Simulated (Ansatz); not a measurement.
Take BP in the zinc blende structure (space group F-43m, No. 216) as the base.

```
BP
1.0
    0.00000     2.26820     2.26820
    2.26820     0.00000     2.26820
    2.26820     2.26820     0.00000
P B
1 1
Direct
  0.75000   0.75000   0.75000
  0.00000   0.00000   0.00000
```

Cartesian axes are those of the cell as printed.

The values are results of r2SCAN (Ansatz, a first-principles code, PAW, no spin-orbit coupling), earlier PAW set, not measurements.

Base values:

The smallest direct gap is 3.60 eV and the pressure is 0.00 GPa. The valence-band top at Γ is 0.00, 0.00, 0.00 eV.

Now apply this change: biaxial strain +2.18 %, plane normal [110], relaxed out of plane (Cartesian); in-plane vectors clamped, the third vector and the atoms free.

### Question
What does the calculation give for the energy relative to the base, out-of-plane strain, smallest direct gap, pressure and valence-band top at Γ after the change?

### Answer
The energy rises by 15 meV/atom; the out-of-plane strain amounts to -0.42 %; the smallest direct gap drops by 0.45 eV to 3.15 eV; the pressure (mean of the normal stresses, compression positive) goes from zero to -6.06 GPa; the valence-band top at Γ (three highest levels, from the VBM) changes from 0.00, 0.00, 0.00 eV to 0.00, -0.19, -0.24 eV.

A biaxial case was relaxed in a doubled cell and then solved in the primitive one. Whether these cells are dynamically stable was not tested.
